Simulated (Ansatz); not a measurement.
LiB (P6₃/mmc, No. 194, 8 atoms in the cell; start mp-16726)

Calculation: LDA in Ansatz (plane waves, PAW).

Settings: plane-wave cutoff 520 eV, 10×18×10 k mesh (along the axes of the cell as run), Fermi–Dirac smearing 0.05 eV, scalar-relativistic PAW data made under PBE.

Cell (relaxed at this level):

```cif
data_B4Li4
_chemical_formula_sum 'Li4 B4'
_space_group_name_H-M_alt 'P 1'
_space_group_IT_number 1
_cell_length_a 6.79063
_cell_length_b 3.07895
_cell_length_c 3.92007
_cell_angle_alpha 90.000
_cell_angle_beta 90.000
_cell_angle_gamma 90.000
loop_
_space_group_symop_operation_xyz
  'x, y, z'
loop_
_atom_site_label
_atom_site_type_symbol
_atom_site_fract_x
_atom_site_fract_y
_atom_site_fract_z
_atom_site_occupancy
Li1 Li 0.33335 0.25000 0.00000 1
Li2 Li 0.66665 0.75000 0.00000 1
Li3 Li 0.16665 0.75000 0.50000 1
Li4 Li 0.83335 0.25000 0.50000 1
B1 B 0.50001 0.25000 0.50000 1
B2 B 0.49999 0.75000 0.50000 1
B3 B 0.99999 0.75000 0.00000 1
B4 B 0.00001 0.25000 0.00000 1
```

For LiB (P6₃/mmc, No. 194, 8 atoms in the cell; start mp-16726), the band gap is zero (no gap) and the bulk modulus B0 is 62.7 GPa.

Note: the relaxation could not lower the start's symmetry, so the cell can be a saddle point above a distorted one; the bulk modulus is −V dP/dV from two relaxed cells at ±2 % in volume.

The computed numbers hold no vibrational or temperature effects.

It cost roughly 15 core-minutes of CPU time.

A start named mp-… is a Materials Project structure, which need not be a measured phase.

Ansatz is a first-principles code.
